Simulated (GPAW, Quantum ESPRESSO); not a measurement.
A GPAW input for a self-consistent single point of Fe2Si (I4/mmm, 3 atoms in the cell) (DFT LDA (Perdew-Wang 92), plane waves, GPAW PAW datasets LDA (gpaw-data 1.0.1)):

```python
from ase import Atoms
from ase.units import GPa
from gpaw import GPAW, PW, FermiDirac

atoms = Atoms(['Fe', 'Fe', 'Si'],
              cell=[[-1.334145, 1.334145, 4.408490],
                    [1.334145, -1.334145, 4.408490],
                    [1.334145, 1.334145, -4.408490]],
              scaled_positions=[[0.339630, 0.339630, 0.000000],
                                [0.660370, 0.660370, 0.000000],
                                [0.000000, 0.000000, 0.000000]],
              pbc=True)

atoms.set_initial_magnetic_moments([4.0, 4.0, 0.0])

calc = GPAW(spinpol=True,
            mode=PW(850),
            xc='LDA',
            kpts=(9, 9, 9),
            occupations=FermiDirac(0.136),
            nbands=-7,
            convergence={'forces': 0.001},
            symmetry={'symmorphic': False, 'tolerance': 0.0005},
            maxiter=100)

atoms.calc = calc

energy = atoms.get_potential_energy()
print('Energy (eV):', round(energy, 6))
forces = atoms.get_forces()
print('Forces (eV/Ang):')
print(forces.round(5))
stress = atoms.get_stress()
print('Stress (GPa, Voigt):', (stress / GPa).round(4))
```

Task: Write the same calculation as an input for Quantum ESPRESSO.

Result: One input that does it (others would too):

```fortran
&control
   calculation = 'scf'
   prefix = 'pwscf'
   outdir = './tmp'
   pseudo_dir = './'
   verbosity = 'high'
   tprnfor = .true.
   tstress = .true.
/
&system
   ibrav = 0
   nat = 3
   ntyp = 2
   ecutwfc = 55
   ecutrho = 330
   occupations = 'smearing'
   smearing = 'fd'
   degauss = 0.0099958
   nspin = 2
   starting_magnetization(1) = 0.500
/
&electrons
   conv_thr = 1.0d-9
   mixing_beta = 0.4
/
ATOMIC_SPECIES
Fe    55.8450  Fe.pz-n-kjpaw_psl.1.0.0.UPF
Si    28.0850  Si.pz-n-kjpaw_psl.1.0.0.UPF
ATOMIC_POSITIONS angstrom
Fe    0.000000000    0.000000000    2.994510917
Fe    0.000000000    0.000000000    5.822469083
Si    0.000000000    0.000000000    0.000000000
K_POINTS automatic
9 9 9  0 0 0
CELL_PARAMETERS bohr
  -2.521168660     2.521168660     8.330838723
   2.521168660    -2.521168660     8.330838723
   2.521168660     2.521168660    -8.330838723
```

Basis settings and potentials, where a program has them, do not carry over. This input uses DFT, LDA (PZ), plane waves, PSlibrary PAW (LDA) pseudopotentials. LDA parametrisations can differ slightly between programs.

The starting cell comes from a database of computed structures (which also holds hypothetical and non-ambient phases and stackings), without a prior relaxation at this level. Its lattice was rescaled by a random factor within 2.5 % of one.
